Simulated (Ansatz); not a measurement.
Consider the following.

```xyz
6
Lattice="4.2227 0.0000 0.0000 0.0000 4.2227 0.0000 0.0000 0.0000 4.2227" Properties=species:S:1:pos:R:3 pbc="T T T"
Cu     1.0557     1.0557     3.1670
Cu     1.0557     3.1670     1.0557
Cu     3.1670     3.1670     3.1670
Cu     3.1670     1.0557     1.0557
O      2.1113     2.1113     2.1113
O      0.0000     0.0000     0.0000
```

Level of theory: PBEsol with spin-orbit coupling, rigid bands (plane waves, PAW; Ansatz, a first-principles code). How the cell was made: cell and atoms relaxed with PBEsol.

Question: What conductivity effective mass do dilute holes have at 300 K?

Answer: 1.16 mₑ.

Question: Predict the electron conductivity mass (n e² τ/σ) at 300 K, by direction if it differs.

Answer: 0.97 mₑ.

Question: And the band gap?

Answer: 0.47 eV at this level; semilocal functionals usually fall short of the measured gap.

Rigid bands, one relaxation time for all states, no polarons.
